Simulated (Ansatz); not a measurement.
For TiAl3 (I4/mmm, No. 139), PBE (PAW; Ansatz, a program for electronic structure) gives:

| Property | Value |
|---|---|
| lattice constant a | 3.845 Å |
| lattice parameter c | 8.619 Å |
| bulk modulus B0 | 106 GPa |
| cohesive energy | 4.29 eV/atom |

Problem. What does r²SCAN (Ansatz, plane waves, PAW) give for the same quantities?

Solution. 
- lattice constant a: 3.824 Å (shrinks by 0.5 %)
- lattice parameter c: 8.560 Å (drops by 0.7 %)
- bulk modulus: 116 GPa (rises by 9.4 %)
- cohesive energy: 4.30 eV/atom (stays essentially unchanged)

Changes are worked out from the printed values.

Unless a cell is named, each level is at its own relaxed cell (PBE 15.93, r²SCAN 15.65 Å³/atom).

The crystal itself was run without spin with PBE, r²SCAN; a magnetic state was not tried in these runs.

Caveats: the bulk modulus is −V dP/dV from two relaxed cells at ±2 % in volume (PBE, r²SCAN). Ansatz's density-functional and Hartree–Fock values are scalar-relativistic unless marked +SOC, with PAW data made under PBE.
